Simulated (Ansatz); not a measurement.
## PtS2 (model structure, started from the anatase type, I4₁/amd, No. 141, 6 atoms in the cell)

Computed with PBEsol (plane waves, PAW; Ansatz, a first-principles code).

Settings: plane-wave cutoff 500 eV, 12×12×12 k mesh, Fermi–Dirac smearing 0.05 eV, scalar-relativistic PAW data made under PBE.

Cell (relaxed at this level):

PtS2 is taken in the tetragonal space group I4₁/amd, origin choice 1 (No. 141), the anatase structure, Pearson symbol tI12. Lattice parameters: a = b = 4.653 Å, c = 11.727 Å, α = β = γ = 90.00°. Pt on 4b has 6 S at 2.323–2.405 Å. S on 8e has 3 Pt at 2.323–2.405 Å. (Neighbours: up to the widest gap in distance over summed covalent radii, below 1.35, at either atom; cation-cation and far metal-metal contacts left out.)
(The calculation used a cell of 6 atoms; values per cell refer to that cell.)

```json
{
 "band_gap": "none"
}
```

Note: the relaxation could raise the start's symmetry but not lower it, so the cell can be a saddle point.

Spin–orbit coupling is not included.

The computed numbers hold no vibrational or temperature effects.

Cost on a shared machine: roughly 5 core-minutes.

A model structure was made by putting elements into a prototype or built by hand; it is no filed structure, need not be a known phase, and can be a saddle point held by its symmetry.
